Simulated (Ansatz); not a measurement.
For Cu3Sn (model structure, started from the A15 type, Pm-3n, No. 223, 8 atoms in the cell), PBEsol (Ansatz, a first-principles code, PAW) gives:

```
Property                    Value
------------------  -------------
lattice constant a        4.822 Å
formation enthalpy  0.063 eV/atom
```

Question: What does PBE-D3(BJ) (Ansatz, plane waves, PAW) give for the same quantities?

Answer: 
- lattice constant a: 4.826 Å (rises by 0.1 %)
- formation enthalpy: 0.076 eV/atom (increases by 0.013 eV/atom)

Changes are worked out from the printed values.

Unless a cell is named, each level is at its own relaxed cell (PBEsol 14.01, PBE-D3(BJ) 14.05 Å³/atom).

Levels without +SOC leave out spin–orbit coupling, which shifts energies and cells of such heavy elements.

Ansatz's density-functional and Hartree–Fock values are scalar-relativistic unless marked +SOC, with PAW data made under PBE.

A model structure was made by putting elements into a prototype or built by hand; it is no filed structure, need not be a known phase, and can be a saddle point held by its symmetry.
